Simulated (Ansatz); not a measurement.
The starting structures come from a database of crystals and need not be the phases stable at ambient conditions.

Consider the following.

```xyz
4
Lattice="5.7293 0.0000 0.0000 2.8646 5.2502 0.0000 2.8646 -0.5210 1.5697" Properties=species:S:1:pos:R:3 pbc="T T T"
Mg     3.8195     0.0102     0.0034
Mg     7.6390     2.3748     0.7882
O      3.8195     1.9032     0.6317
O      7.6390     4.2678     1.4166
```

Space group of this cell: P6_3mc, wurtzite. The cell is taken as given; by r2SCAN its mean pressure is -0.6 GPa.

Transport runs along the normal of the first two printed cell vectors, the (111) plane of the conventional cell.

The gap is the functional's own. No spin-orbit coupling. Mid-gap values are interpolated on the energy grid.

### Question
State the band gap and the smallest decay constant κ at mid-gap according to r2SCAN in Ansatz (a first-principles code).

### Answer
Gap 4.14 eV on a 18×18×18 mesh; κ = 0.337 1/Å, at the zone centre.
